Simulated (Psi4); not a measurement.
Psi4 1.11, unrestricted PBE/def2-svp: F[B]F, charge 0, multiplicity 2, 3 atoms. The geometry is a generated start, not checked to be a minimum at this level.

```
Quantity                             Result
--------------------------  ---------------
task                                 energy
method                                  pbe
basis                              def2-svp
memory                                 3 GB
maxiter                                 100
keys of the molecule block      symmetry c1
scf_type                       df (default)
e_convergence               1e-06 (default)
d_convergence               1e-06 (default)
dft_radial_points              75 (default)
dft_spherical_points          302 (default)
basis functions                          42
grid points                           65770
```

```xyz
3

F     -1.1008    -0.2604     0.0176
B     -0.0094     0.4781     0.0001
F      1.1102    -0.2177    -0.0177
```

Charge 0 and multiplicity 2 are set for this test and not shown to be the ground state.

With the defaults (diis = true, scf_initial_accelerator = adiis, damping_percentage = 0, level_shift = 0, level_shift_cutoff = 0.01, guess = auto, which took SAD, diis_max_vecs = 10, soscf = false) it converges in 8 SCF iterations. One run each on 2 threads, with these changes:
- level_shift = 0.1, level_shift_cutoff = 0.001
- diis_max_vecs = 3
- scf_initial_accelerator = ediis
- diis = false, scf_initial_accelerator = none, damping_percentage = 60
- level_shift = 0.5, level_shift_cutoff = 0.001
- soscf = true
- diis_max_vecs = 20
- guess = sap
- guess = huckel

Which runs fail or end elsewhere than the default run?

No convergence: diis = false, scf_initial_accelerator = none, damping_percentage = 60 (the run ends without SCF convergence in 100 iterations). The rest reach the solution of the defaults.

| setting | SCF iterations | JK calls | end |
|---|---|---|---|
| soscf = true | 6 | 17 | same solution |
| the defaults | 8 | 9 | same solution |
| guess = sap | 8 | 8 | same solution |
| scf_initial_accelerator = ediis | 8 | 9 | same solution |
| level_shift = 0.1, level_shift_cutoff = 0.001 | 8 | 9 | same solution |
| diis_max_vecs = 20 | 8 | 9 | same solution |
| level_shift = 0.5, level_shift_cutoff = 0.001 | 9 | 10 | same solution |
| diis_max_vecs = 3 | 9 | 10 | same solution |
| guess = huckel | 9 | 20 | same solution |
| diis = false, scf_initial_accelerator = none, damping_percentage = 60 | 100 | 101 | no convergence |

An SOSCF iteration holds several JK calls; a Hückel guess adds calls on atoms.
